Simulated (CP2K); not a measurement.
Worked example: self-consistent single point of TaAs (I4_1md, 4 atoms in the cell) in CP2K.

Level of theory: CP2K with PBE, GPW, DZVP-MOLOPT-SR-GTH basis, GTH-PBE potentials (GTH_POTENTIALS).

The change in words: lattice scaled by 0.98. Reference geometry:
```
CELL_PARAMETERS angstrom
      6.43379     0.00000     0.00000
      4.54351     4.55524     0.00000
     -5.48865    -2.27762     2.46594
ATOMIC_POSITIONS crystal
  Ta 0.49997 0.99997 0.50000
  Ta 0.74997 0.74997 0.00000
  As 0.08263 0.58263 0.50000
  As 0.33263 0.33263 0.00000
```

Reference input (self-consistent single point, DFT PBE, GPW, DZVP-MOLOPT-SR-GTH basis, GTH-PBE potentials (GTH_POTENTIALS)): CUTOFF = 500 Ry; REL_CUTOFF = 40 Ry; SMEAR/METHOD = FERMI_DIRAC; ELECTRONIC_TEMPERATURE = 1578.21 K; KPOINTS/SCHEME = MONKHORST-PACK 8 8 8; GAMMA_CENTERED = T; XC_FUNCTIONAL = PBE; Ta/BASIS_SET = DZVP-MOLOPT-SR-GTH; Ta/POTENTIAL = GTH-PBE-q13; As/BASIS_SET = DZVP-MOLOPT-SR-GTH; As/POTENTIAL = GTH-PBE-q5; METHOD = GPW. This run's input differs from it in these lines:

```diff
@@ -64,5 +64,5 @@
     &CELL
-      A 6.43379500 0.00000000 0.00000000
-      B 4.54351000 4.55524300 0.00000000
-      C -5.48865300 -2.27762100 2.46593900
+      A 6.30511900 0.00000000 0.00000000
+      B 4.45264100 4.46413700 0.00000000
+      C -5.37888000 -2.23206900 2.41661900
       PERIODIC XYZ
```

Log, with long lists cut:

```
 SCF WAVEFUNCTION OPTIMIZATION

  Step     Update method      Time    Convergence         Total energy    Change
     1 NoMix/Diag. 0.20E+00      -     1.63135763      -130.2943053723 -1.30E+02
     2 Broy./Diag. 0.20E+00      -     0.03172234      -130.4558152856 -1.62E-01
     3 Broy./Diag. 0.20E+00      -     0.07981124      -129.7623138397  6.94E-01
     4 Broy./Diag. 0.20E+00      -     0.01255820      -129.2404671819  5.22E-01
     5 Broy./Diag. 0.20E+00      -     0.00364140      -129.1905550764  4.99E-02
     6 Broy./Diag. 0.20E+00      -     0.00060336      -129.1563419332  3.42E-02
   [... 2 lines left out ...]
     9 Broy./Diag. 0.20E+00      -     0.00006106      -129.1674291817 -2.47E-04
    10 Broy./Diag. 0.20E+00      -     0.00000726      -129.1672921282  1.37E-04
    11 Broy./Diag. 0.20E+00      -     0.00000627      -129.1673914992 -9.94E-05
    12 Broy./Diag. 0.20E+00      -     0.00000066      -129.1674060658 -1.46E-05
  *** SCF run converged in    12 steps ***

  Overlap energy of the core charge distribution:               0.00000001395380
  Self energy of the core charge distribution:               -200.48457124461004
  Core Hamiltonian energy:                                     43.54147640692879
  Hartree energy:                                              44.85232597654335
  Exchange-correlation energy:                                -17.07477136096435
  Electronic entropic energy:                                  -0.00186585552299
  Fermi energy:                                                 0.42504293386572

  Total energy:                                              -129.16740606576352
  Total energy (extrapolated to T->0):                       -129.16647313800203

   [... lines left out ...]

 STRESS| Analytical stress tensor [bar]
 STRESS|                        x                   y                   z
 STRESS|      x        6.04967181653E+04  -5.88985263028E+03  -8.80417601881E-01
 STRESS|      y       -5.88985263028E+03   7.22452895276E+04  -5.06247718172E-01
 STRESS|      z       -8.80417601881E-01  -5.06247718172E-01   7.46889919062E+04
 STRESS| 1/3 Trace                                             6.91436665330E+04
```

The run converged in 12 iterations. Against the reference run the free energy goes up by 7.4 meV/atom, the pressure goes from -4.08 to 6.91 GPa and the largest force goes from 0.001 to 0.028 eV/Å.

The starting cell comes from a database of computed structures (which also holds hypothetical and non-ambient phases and stackings), without a prior relaxation at this level. Its lattice was rescaled by a random factor within 2.5 % of one. For this run, on top of that: lattice scaled by 0.98. Spin polarisation is off. Values carry the incompleteness of an atom-centred basis. With a pressure of about 7 GPa the cell is away from its equilibrium volume at this level.

Cost on one core of a shared machine: roughly 3 min.
